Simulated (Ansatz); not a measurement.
## CdGeAs2: stress against strain

CdGeAs2 (chalcopyrite, I-42d, 24.206 Å³/atom and stress up to 0.01 GPa in the relaxed cell, c along z) under a strain ε along a (axis x), the other axes held. LDA in Ansatz, a plane-wave DFT program (PAW, default set), 420 eV, 8×8×8 Γ-centred mesh, Fermi-Dirac smearing 0.05 eV; ions are relaxed, or left where forces stay under 0.02 eV/Å, within the symmetry of each cell. Stress is positive for a compressed cell.

Here s stands for strain and y for stress xx.

| strain (%) | stress xx (GPa) |
|---|---|
| -3.00 | ? |
| -1.50 | 1.47 |
| -0.75 | 0.73 |
| 0.00 | 0.00 |
| 0.75 | -0.71 |
| 1.50 | -1.41 |

The 5 complete rows are fitted with a straight line, y against s. Means: s 0, y 0.016. About the means, the sum of products is -5.4000 and the sum of squares of s is 5.6250; the slope is their ratio. Least squares gives y = 0.016 - 0.9600·s. Residuals (row less fit): 0.014, -0.006, -0.016, -0.006, 0.014; standard error 0.015 (degrees of freedom: 3). The slope gives the elastic constant C11 = 96.0 ± 0.7 GPa (± standard error of the fit, which holds the terms cut off).

Task: Estimate the missing y (s = -3.00); what did the run itself give?

Result: y = 0.016 - 0.9600 × (-3.00) = 2.896 GPa. The calculation gives 2.99 GPa, 0.094 GPa above the prediction (2.1 % of the range of y in the table). The row lies outside the fitted rows, so this is an extrapolation. From the scatter of the fitted rows alone, a prediction at this place has a standard error of 0.026 GPa, so the miss is 3.6 times that.

A polynomial of degree 2 through the 8 other runs of the series gives 2.99 there, so most of the miss is curvature that the fit leaves out. This level leaves no gap over 0.05 eV at strain -3.00 %. Rows are the converged runs of the series near zero and its far end; series whose fitted rows scatter by over a few per cent of the range, as at a crossing or softening among them, aren't shown in this form, nor equations of state whose B0' disagrees with the runs' pressures. Most that stay on the fit to the last digits aren't either.
